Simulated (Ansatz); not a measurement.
**What each level gives and costs: BaWN3 (C2/m, 10 atoms in the cell)**

Cell: a = 7.3390 Å, b = 7.3390 Å, c = 6.6732 Å, α = 104.58°, β = 104.58°, γ = 31.58°.

Program: Ansatz (an electronic-structure program), default PAW files made with PBE; each row names its functional.

Base settings: basis.ecutwfc = 420 eV; kpoints.mp_grid.grid = 3 3 2; hamiltonian.xc = pbe0; hamiltonian.pseudopotentials = {kind: paw} (the program's default PAW files); scf.occupations.method = fixed.

Differences are taken from PBE0, a reference of convenience: it is no measurement, and no ranking of the functionals follows.

Core times come from one kind of shared machine and are given to one figure; runs under 30 s give none.

The starting cell comes from a database of computed structures (which also holds hypothetical and non-ambient phases and stackings), without a prior relaxation at this level. Its lattice was rescaled by a random factor within 2.5 % of one. Spin-orbit coupling is off. In the base run, with a pressure of about -12 GPa the cell is away from its equilibrium volume at this level. In the base run, forces exceed 1 eV/Å. Ansatz's pressure includes its estimate of the finite-basis (Pulay) stress.

```csv
level,gap on the mesh less reference (eV),pressure less reference (GPa),largest difference in the force on any atom (eV/Å),core time / reference (rough)
PBEsol,-1.541,0.47,0.901,–
HSE06,-0.702,0.05,0.109,1
PBE0,0.000,0.00,0.000,1
```

PBEsol ran in under 30 s, against roughly 200 s for PBE0.

Keys are those of Ansatz 0.2.
